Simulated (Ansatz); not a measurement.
Coverage and cell size: F on the 1x1 (110) surface of bcc W, one adsorbate a cell, in each cell the lowest of the starts that converged. Energies against ½ F2(g), without dispersion, zero-point or thermal terms; small cells hold the layer to their symmetry. A negative adsorption energy means that the adsorbate is more stable on the surface than in its reference.

The numbers are results of PBE (plane waves to 420 eV, PAW; Ansatz, a program for electronic structure), not measurements.

```json
[
 {"area an adsorbate, end state": "7 Å², bonded to 2 W", "atoms": "5", "E_ads (eV)": "-3.69", "height (Å)": "1.61", "Δ work function (eV)": "…", "rough cost": "roughly 2.3 core-minutes"},
 {"area an adsorbate, end state": "14 Å², bonded to 2 W", "atoms": "9", "E_ads (eV)": "-3.77", "height (Å)": "1.62", "Δ work function (eV)": "0.53", "rough cost": "about 12 core-minutes (a rough figure)"},
 {"area an adsorbate, end state": "29 Å², bonded to 2 W", "atoms": "17", "E_ads (eV)": "…", "height (Å)": "1.68", "Δ work function (eV)": "0.21", "rough cost": "very roughly 11 core-minutes"}
]
```

Task: Some entries are withheld; supply them.

Result: 
- 7 Å², bonded to 2 W, Δ work function (eV): 1.24
- 29 Å², bonded to 2 W, E_ads (eV): -3.78
